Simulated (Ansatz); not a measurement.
Take Sn (space group I4_1/amd, No. 141; a = 5.9470 Å, c = 3.2123 Å) as the base.

Computed with PBE, PAW, 420 eV (Ansatz, a quantum-chemistry and plane-wave program; spin-orbit coupling left out).

One change was made to it. Results:

| quantity | base | after |
|---|---|---|
| shortest interatomic distance | 3.080 Å | 3.006 Å |
| density | 6.94 g/cm³ | 7.47 g/cm³ |

Task: Which change produced these results?
A. pressure 4.2 GPa
B. pressure 1.8 GPa
C. pressure −2 GPa

Result: A, pressure 4.2 GPa. For comparison, the shortest interatomic distance in the other runs: pressure −2 GPa gives 3.128 Å; pressure 1.8 GPa gives 3.045 Å.

Load acts through the strain it causes; cell and atoms are relaxed under it. Stability against distortions was not tested.
